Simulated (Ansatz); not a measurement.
The structure below was relaxed with r2SCAN in Ansatz (plane waves to 500 eV, PAW, no SOC), at pressure 22.5 GPa.

```
CELL_PARAMETERS angstrom
      0.00000     1.75310     1.75310
      1.75310     0.00000     1.75310
      1.75310     1.75310     0.00000
ATOMIC_POSITIONS crystal
  C  0.00000 0.00000 0.00000
  C  0.25000 0.25000 0.25000
```

Q: Find the space group and the Wyckoff positions.

A: Space group Fd-3m, origin choice 1 (No. 227); a = 3.5062 Å, b = 3.5062 Å, c = 3.5062 Å, α = 90.00°, β = 90.00°, γ = 90.00°

```json
[
 {"atom": "C", "site": "8b", "symmetry": "-43m", "x": "0.5000", "y": "0.5000", "z": "0.5000"}
]
```

Q: Describe the coordination.

A: The crystal has 8 atoms in its conventional cell. Conventional cell: a = 3.5062 Å, b = 3.5062 Å, c = 3.5062 Å, α = 90.00°, β = 90.00°, γ = 90.00°. C sees 4 C at 1.518 Å (tetrahedral). (Neighbours: up to the widest gap in distance over summed covalent radii, below 1.35, at either atom.)

Load acts through the strain it causes; cell and atoms are relaxed under it. Stability against distortions was not tested. No other phases were tried under pressure. The cell was made from C in the diamond structure (space group Fd-3m, No. 227) by this change: pressure 22.5 GPa.

Ansatz is a quantum-chemistry and plane-wave program.
